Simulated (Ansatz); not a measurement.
SnGe15, liquid, 64 atoms, at several temperatures near zero pressure, 5.8 to 6.4 ps sampled at each; residual pressures blur the volumes. The numbers are results of PBE (plane waves, PAW; Ansatz, a program for electronic structure), not measurements. Each row is a separate MD run. k-points: one point, (1/4, 1/4, 1/4); no spin polarisation or spin-orbit coupling. On one frame of each DFT run, denser k-meshes moved the pressure by 0.04 to 0.15 GPa and the forces by up to 0.10 eV/Å rms. Nuclei are classical. No melting point of this composition is cited, so it may be supercooled at 1001 K. Block errors of the runs reach ±11 K and ±0.10 GPa; they miss slow fluctuations and the cell's size. Runs that failed, or whose walks weren't shown free of jumps between electronic states, aren't listed. In preparation the cell's shape was held. The atoms began on random sites, so units and networks may differ from a laboratory melt's. Diffusion coefficients are uncertain by up to 20 % (spread between four groups of atoms) and carry no finite-size correction.

```csv
T (K),P (GPa),V (Å³/atom),first peak of g(Ge-Ge) (Å),its height,D(Ge) (10⁻⁵ cm²/s)
1001,-0.18,23.41,2.70,2.3,10
1341,-0.08,24.30,2.68,2.1,14
1500,0.00,?,2.69,2.1,16
```

Problem. Fit V linearly in T on the other rows and predict the withheld entries (an extrapolation); show the fit.

Solution. 
- Volume per atom (Å³): the line through the two other rows gives V = 20.79 + 0.00262 × T, so 24.72 at T = 1500. The run gave 24.77, 0.05 above the line (4 % of the span of this column). The slope means a mean volume expansion coefficient of about 11 × 10⁻⁵ per K. The residual pressures, -0.18 to 0.00 GPa, aren't corrected for.
